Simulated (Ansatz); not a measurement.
**A computed series for CoSi: pressure series**

The reference is CoSi (space group P2_13, No. 198; a = 4.431 Å; non-magnetic).

Cell and atoms are relaxed at each pressure.

Computed with Kohn–Sham DFT with the PBE functional, run in Ansatz (a first-principles code) with PAW and 420 eV plane waves, without spin-orbit coupling, earlier PAW set.

```json
[
 {"P (GPa)": "-2.00", "V (Å³/atom)": "10.977"},
 {"P (GPa)": "-1.00", "V (Å³/atom)": "10.925"},
 {"P (GPa)": "1.82", "V (Å³/atom)": "10.788"},
 {"P (GPa)": "4.20", "V (Å³/atom)": "10.678"},
 {"P (GPa)": "9.00", "V (Å³/atom)": "10.475"},
 {"P (GPa)": "18.00", "V (Å³/atom)": "10.144"},
 {"P (GPa)": "30.00", "V (Å³/atom)": "9.777"},
 {"P (GPa)": "45.00", "V (Å³/atom)": "9.399"},
 {"P (GPa)": "60.00", "V (Å³/atom)": "9.084"}
]
```

Q: Fit a third-order Birch–Murnaghan equation of state.

A: Least squares on P(V) = (3B₀/2)[(V₀/V)^(7/3) − (V₀/V)^(5/3)]·[1 + (3/4)(B₀′ − 4)((V₀/V)^(2/3) − 1)] gives V₀ = 10.88 Å³/atom, B₀ = 221 GPa and B₀′ = 4.5.

Load acts through the strain it causes; cell and atoms are relaxed under it. Stability against distortions was not tested. Competing high-pressure phases were not computed. Seeded moments were not kept for the base. All final runs are without spin polarisation.
